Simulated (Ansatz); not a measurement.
The starting structures come from a database of crystals and need not be the phases stable at ambient conditions.

 Where the default PAW files enter, the runs use the earlier of Ansatz's two default sets.

The decay constant κ of evanescent states in the gap governs leakage through a thin film.

Consider the following.

```xyz
4
Lattice="3.8417 0.0000 0.0000 0.0000 6.3329 0.0000 1.9209 0.0000 3.3270" Properties=species:S:1:pos:R:3 pbc="T T T"
Ga     3.8417     3.1661     2.2180
Ga     1.9209     6.3326     1.1090
P      3.8417     0.7983     2.2180
P      1.9209     3.9647     1.1090
```

Space group of this cell: P6_3mc, wurtzite. The cell is taken as given; by PBEsol its mean pressure is -0.6 GPa.

Transport runs along the normal of the first two printed cell vectors, the (100) plane of the conventional cell.

The gap is the functional's own. No spin-orbit coupling. Mid-gap values are interpolated on the energy grid.

Task: Predict the band gap and the smallest decay constant κ at mid-gap from PBEsol in Ansatz (a quantum-chemistry and plane-wave program).

Result: Gap 1.27 eV on a 10×6×10 mesh; κ = 0.109 1/Å, at the zone centre.
